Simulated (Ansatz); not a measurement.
# Effect of Ta → Hf on TaS2

The parent structure is TaS₂ in the CdI2 type structure (space group P-3m1, No. 164; a = 3.2751 Å, c = 5.5881 Å; layered, stacked along the Cartesian z axis).

It is then changed as follows: Hf takes the place of Ta on all its sites; the structure is relaxed again.

Level of theory: DFT with PBEsol-D3(BJ), PAW potentials and a 420 eV plane-wave cutoff in Ansatz (a first-principles code), no spin-orbit coupling, earlier PAW set. k-mesh 11×11×6 (Γ-centred); smearing 0.05 eV (Fermi–Dirac), for the changed cell.

- Volume per atom = 20.26 Å³ (base 17.30 Å³)
- Density = 6.63 g/cm³ (base 7.84 g/cm³)
- c/a ratio = 1.572 (base 1.706)
- Band gap = 0.45 eV (base zero)
- Gap character = indirect, Γ → L (base absent)
- Valence-band top at Γ (three highest levels, from the VBM) = 0.00, -0.29, -0.29 eV

Final structure:

```xyz
3
Lattice="3.5475 0.0000 0.0000 -1.7738 3.0723 0.0000 0.0000 0.0000 5.5774" Properties=species:S:1:pos:R:3 pbc="T T T"
Hf     0.0000     0.0000     0.0000
S      0.0000     2.0482     1.4606
S      1.7738     1.0241     4.1167
```

Cost of the whole job for the changed cell (relaxation, final SCF and bands): about 40 core-seconds (a rough figure).

With Hf present, leaving out spin-orbit coupling can change the band edges. Stability against distortions was not tested. All final runs are without spin polarisation. An odd electron count without spin: TaS2.
